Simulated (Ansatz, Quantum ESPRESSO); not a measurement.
## Code comparison for Al2Au (Fm-3m, 3 atoms in the cell)

Self-consistent single point.

```xyz
3
Lattice="0.0000 3.0297 3.0297 3.0297 0.0000 3.0297 3.0297 3.0297 0.0000" Properties=species:S:1:pos:R:3 pbc="T T T"
Al     1.5148     1.5148     1.5148
Al     4.5445     4.5445     4.5445
Au     0.0000     0.0000     0.0000
```

Shared settings, as Ansatz (a quantum-chemistry and plane-wave program) writes them: kpoints.mp_grid.grid = 6 6 6; magnetization.spin_orbit = true; scf.occupations.method = fermi_dirac; scf.occupations.width = 0.1 eV. Potentials and cutoffs stand in the table.

| code | model | pressure (GPa) | cutoff |
|---|---|---|---|
| Ansatz | PBE with spin-orbit coupling, default PAW files | -0.67 | default |
| Quantum ESPRESSO | PBE, spin-orbit coupling, PseudoDojo fully relativistic norm-conserving (PBE) pseudopotentials | -0.67 | 80 Ry |

The spread over the programs that give each value: pressure within 0.00 GPa.

Ansatz's pressure is given at a fixed set of plane waves, as the other plane-wave codes print theirs; with its correction for the finite basis it is -0.61 GPa.

The starting cell comes from a database of computed structures (which also holds hypothetical and non-ambient phases and stackings), without a prior relaxation at this level. Its lattice was rescaled by a random factor within 2.5 % of one.

Left out of this page: ABINIT (failed or unconverged); Elk and SIESTA (not drawn, or without a comparable value).

Keys are those of Ansatz 0.2.
